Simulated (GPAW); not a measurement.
# Converging the k-point mesh: Cu (Fm-3m, 1 atom in the cell)

```xyz
1
Lattice="0.0000 1.8104 1.8104 1.8104 0.0000 1.8104 1.8104 1.8104 0.0000" Properties=species:S:1:pos:R:3 pbc="T T T"
Cu     0.0000     0.0000     0.0000
```

Level of theory: PBE, GPAW PAW datasets PBE (gpaw-data 1.0.1) (plane waves; GPAW).

Base settings: mode = pw; ecut = 800 eV; xc = PBE; kpts = 10 10 10; mesh shift (steps) = 0 0 0; occupations.name = methfessel-paxton; occupations.width = 0.1 eV; occupations.order = 0; nbands = -9; convergence.forces = 0.001 eV/Å.

The second cell is the first with its lattice scaled by 0.98.

Only quantities that move along the ladder and can be compared are tabulated.

The count of work is k-points × plane waves × bands × iterations; it is no time. 

The starting cell has typed, rounded lattice constants, without a prior relaxation at this level. Its lattice was rescaled by up to half a per cent. Spin polarisation is off.

Steps (kpts): 3 3 3; 4 4 4; 5 5 5; 6 6 6; 7 7 7; 9 9 9; 10 10 10; 12 12 12; 15 15 15; 18 18 18; 22 22 22; 27 27 27; 34 34 34; 37 37 37.

What is the coarsest kpts that holds the pressure within 0.5 GPa of the last step, with all finer ones?

7 7 7, at 0.015 of the last step's count of work; the step before is off by 1.1 GPa.

What is the coarsest kpts that holds the energy of the compressed cell less the first within 1 meV/atom of the last step, with all finer ones?

7 7 7, at 0.015 of the last step's count of work; the step before is off by 5.7 meV/atom.

What is the coarsest kpts that holds the free energy within 1 meV/atom of the last step, with all finer ones?

27 27 27, at 0.42 of the last step's count of work; the step before is off by 1.2 meV/atom.

```csv
kpts,free energy less the last step's (meV/atom),energy of the compressed cell less the first (meV/atom),pressure (GPa),count of work / last
3 3 3,-343.79,15.63,-2.20,0.0029
4 4 4,163.57,42.14,3.42,0.0070
5 5 5,-100.00,30.68,1.06,0.0081
6 6 6,61.30,39.37,2.92,0.012
7 7 7,-40.11,32.89,1.59,0.015
9 9 9,-12.97,33.90,1.82,0.026
10 10 10,13.79,34.07,1.88,0.032
12 12 12,3.52,33.27,1.69,0.063
15 15 15,1.24,32.75,1.59,0.089
18 18 18,-0.41,34.16,1.89,0.15
22 22 22,-1.18,33.71,1.77,0.25
27 27 27,0.72,33.59,1.76,0.42
34 34 34,-0.11,33.52,1.74,0.79
37 37 37,0.00,33.68,1.78,1.0
```

The energy difference between the two cells stays within 1 meV/atom of the last step's from 7 7 7 on, the total only from 27 27 27 on: much of the error is common to both cells and cancels.
